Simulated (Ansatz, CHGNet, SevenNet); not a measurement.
## Ti3Al (P6₃/mmc, No. 194): properties by level of theory

```tsv
level (code)	lattice parameter a (Å)	c axis length (Å)
CHGNet 0.3.0 (CHGNet)	5.760	4.684
SevenNet-0 (SevenNet)	5.717	4.695
PBEsol (Ansatz)	5.687	4.607
r²SCAN (Ansatz)	[?]	4.632
```

What belongs in the gaps?


- r²SCAN (Ansatz, a quantum-chemistry and plane-wave program), lattice parameter a (Å): 5.748

Ansatz's density-functional and Hartree–Fock values are scalar-relativistic unless marked +SOC, with PAW data made under PBE.

The computed numbers hold no vibrational or temperature effects.
